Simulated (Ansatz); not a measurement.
**Fermi-surface data of Cu under load (space group I4/mmm)**

Given:

```xyz
1
Lattice="0.0000 1.7604 1.8125 1.7604 0.0000 1.8125 1.7604 1.7604 0.0000" Properties=species:S:1:pos:R:3 pbc="T T T"
Cu     0.0000     0.0000     0.0000
```

These are PBEsol, rigid bands (plane waves, PAW, scalar-relativistic; Ansatz, an electronic-structure program) values and carry that method's errors. Condition of this run: biaxial stress xx = yy = 2 GPa (compression positive) (the target of the relaxation). Cell: cell and atoms relaxed with PBEsol, then loaded as said.

```yaml
density of states at the Fermi level: 0.298 states/(eV·cell), both spins
bare Sommerfeld coefficient: 0.70 mJ/(mol of atoms·K²)
drude_plasma_energy: 9.1 eV
root-mean-square Fermi velocity: 1.1e6 m/s
resistivity times τ: 5.9 ×10⁻²² Ω·m·s
resistivity_times_mean_free_path: 6.5 ×10⁻¹⁶ Ω·m²
```

A metal at this level (no band gap); rigid bands, thermally averaged at 300 K, both spins. Spin-orbit coupling is left out. τ is one relaxation time for all states; the product of resistivity and mean free path takes one path for all states instead.
